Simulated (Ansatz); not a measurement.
WS2 (P-6m2, No. 187, 3 atoms in the cell; start mp-1023937; a measured phase of this formula has another space group), treated with HSE06 (Ansatz, an electronic-structure program, PAW).

Run with plane-wave cutoff 460 eV, 9×9×2 k mesh (along the axes of the cell as run), Fermi–Dirac smearing 0.01 eV, no spin polarisation, scalar-relativistic PAW data made under PBE.

Cell (relaxed with PBEsol):

```
WS2
1.0
    3.14587     0.00000     0.00000
   -1.57294     2.72441     0.00000
    0.00000     0.00000    16.95347
W S
1 2
Direct
  0.00000   0.00000   0.00000
  0.33333   0.66667   0.90758
  0.33333   0.66667   0.09242
```

Question: Predict the band gap and Γ–Γ gap.

Answer: 
- band gap: 2.45 eV (on the SCF k mesh)
- Γ–Γ gap: 3.88 eV

Note: cell and atoms aren't relaxed at this level (largest force component 0.10 eV/Å); the cell has widely spaced layers and the level no dispersion term, so their spacing and the moduli can rest on weak binding.

Spin–orbit coupling is not included.

A start named mp-… is a Materials Project structure, which need not be a measured phase.
